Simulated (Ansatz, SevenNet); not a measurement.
**Ti3Al (P6₃/mmc, No. 194): c axis length by level of theory**

No measured value is used here.

| level (code) | value (Å) |
|---|---|
| SevenNet-0 | 4.697 |
| LDA (Ansatz) | 4.566 |
| PBE (Ansatz) | 4.654 |
| PBEsol (Ansatz) | 4.607 |
| PBE-D3(BJ) (Ansatz) | 4.587 |
| r²SCAN (Ansatz) | … |
| r²SCAN+rVV10 (Ansatz) | … |

Some entries are withheld; supply them.


- r²SCAN (Ansatz, a first-principles code), value (Å): 4.632
- r²SCAN+rVV10 (Ansatz), value (Å): 4.622

The crystal itself was run without spin with LDA, PBE, PBEsol, PBE-D3(BJ), r²SCAN, r²SCAN+rVV10; a magnetic state was not tried in these runs. Cutoffs differ between the levels. Ansatz's density-functional and Hartree–Fock values are scalar-relativistic unless marked +SOC, with PAW data made under PBE.

Machine-learned potentials (SevenNet-0) are trained on DFT data: a solid inside that data is no test of them.
